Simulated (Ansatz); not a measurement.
Take GaAs in the zinc blende structure (space group F-43m, No. 216; a = 5.6656 Å) as the base.

The change: a hydrostatic pressure of 4.2 GPa.

Levels (all Ansatz, a quantum-chemistry and plane-wave program, PAW, earlier PAW set): r2SCAN (500 eV, no SOC); HSE06 (420 eV, without spin-orbit coupling); HSE06+SOC (420 eV, spin-orbit coupling included).

At the geometry relaxed with r2SCAN, these levels gave the following band gaps, in shuffled order: (a) 1.69 eV, (b) 1.81 eV, (c) 1.39 eV.

### Question
Match each gap to its level.

### Answer
(a) HSE06+SOC; (b) HSE06; (c) r2SCAN.

Single points use the geometry relaxed with r2SCAN. The spin-orbit shifts are approximate. Load acts through the strain it causes; cell and atoms are relaxed under it. Stability against distortions was not tested. Tetrahedral semiconductors of this kind turn to denser phases somewhere between about 1 and 50 GPa; those were not computed, so compressed cells here can lie past the real transition.
